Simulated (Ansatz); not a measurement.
The reference is AsP in the rock salt structure (space group Fm-3m, No. 225; a = 5.171 Å; a hypothetical phase, not in the database extracts checked; relaxed with 0.1 eV smearing). Axes: x, y, z lie along the cube axes.

Method: Kohn–Sham DFT with the r2SCAN functional, run in Ansatz (a quantum-chemistry and plane-wave program) with PAW and 500 eV plane waves, no spin-orbit coupling.

A first run, uniaxial strain ε_xx = +1.47 %, gives secant values C11 ≈ 220 GPa and C12 ≈ 26 GPa from its stress. A second run applies uniaxial stress, 2 GPa compression along x.

Q: What does linear elasticity predict for Young's modulus in the second run, and what does the run give?

A: Linear elasticity: (C11 − C12)(C11 + 2 C12)/(C11 + C12) = 210 GPa. The run gives 240 GPa; any difference comes from nonlinear terms at these strains and numerical noise.

Beyond what the load breaks, stability against distortions was not tested. The final runs are not spin-polarised.
